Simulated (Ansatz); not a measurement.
For Ta (model structure, P6₃/mmc, No. 194, 2 atoms in the cell), PBEsol in Ansatz (plane waves, PAW) gives:

| Item | Result |
|---|---|
| lattice parameter a | 2.867 Å |
| c axis length | 5.089 Å |
| bulk modulus B0 | 201 GPa |
| cohesive energy | 8.66 eV/atom |

What does r²SCAN (Ansatz, an electronic-structure program, plane waves, PAW) give for the same quantities?


- lattice constant a: 2.889 Å (goes up by 0.8 %)
- lattice parameter c: 5.117 Å (increases by 0.6 %)
- bulk modulus: 197 GPa (shrinks by 2.0 %)
- cohesive energy: 7.65 eV/atom (decreases by 1.01 eV/atom)

Changes are worked out from the printed values.

Unless a cell is named, each level is at its own relaxed cell (PBEsol 18.12, r²SCAN 18.49 Å³/atom).

Levels without +SOC leave out spin–orbit coupling, which shifts energies and cells of such heavy elements.

Caveats: the bulk modulus is −V dP/dV from two relaxed cells at ±2 % in volume (PBEsol, r²SCAN). Ansatz's density-functional and Hartree–Fock values are scalar-relativistic unless marked +SOC, with PAW data made under PBE.

A model structure was made by putting elements into a prototype or built by hand; it is no filed structure, need not be a known phase, and can be a saddle point held by its symmetry.
